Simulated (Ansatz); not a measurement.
Consider GaS in the beta-GaS type structure (space group P6_3/mmc, No. 194; layered, stacked along the Cartesian z axis).

```yaml
crystal:
  lattice:
    - [3.53441, 0.00000, 0.00000]
    - [-1.76721, 3.06089, 0.00000]
    - [0.00000, 0.00000, 15.04125]
  atoms:
    - { symbol: Ga, position: [0.33333, 0.66667, 0.66957] }
    - { symbol: Ga, position: [0.66667, 0.33333, 0.16957] }
    - { symbol: Ga, position: [0.66667, 0.33333, 0.33043] }
    - { symbol: Ga, position: [0.33333, 0.66667, 0.83043] }
    - { symbol: S, position: [0.33333, 0.66667, 0.09695] }
    - { symbol: S, position: [0.66667, 0.33333, 0.59695] }
    - { symbol: S, position: [0.66667, 0.33333, 0.90305] }
    - { symbol: S, position: [0.33333, 0.66667, 0.40305] }
```

Cartesian axes are those of the cell as printed.

All numbers come from PBEsol-D3(BJ), PAW, 420 eV (Ansatz, a first-principles code; scalar-relativistic without spin-orbit coupling), earlier PAW set.

Strains are applied to the cell and any free atomic positions relax; under biaxial strain the out-of-plane vector relaxes too.

One change was made to it. Results:

The smallest direct gap goes up by 0.11 eV (1.73 eV → 1.84 eV); the valence-band top at Γ (three highest levels, from the VBM) becomes 0.00, -1.41, -1.41 eV (base: 0.00, -1.45, -1.45 eV); the width of the top valence band rises by 0.05 eV to 2.21 eV.

Task: Which change produced these results?
(A) biaxial strain −2.89 %, plane normal [001], relaxed out of plane
(B) uniaxial strain ε_zz = +5.02 %
(C) isotropic strain −2.72 %
(D) biaxial strain −2.05 %, plane normal [001], relaxed out of plane
(E) isotropic strain −0.65 %

Result: E, isotropic strain −0.65 %. For comparison, the valence-band top at Γ in the other runs: uniaxial strain ε_zz = +5.02 % gives 0.00, -1.15, -1.15 eV; biaxial strain −2.89 %, plane normal [001], relaxed out of plane gives 0.00, -0.92, -0.92 eV; isotropic strain −2.72 % gives 0.00, -1.28, -1.28 eV; biaxial strain −2.05 %, plane normal [001], relaxed out of plane gives 0.00, -1.09, -1.09 eV.

No phonon test of stability was made.
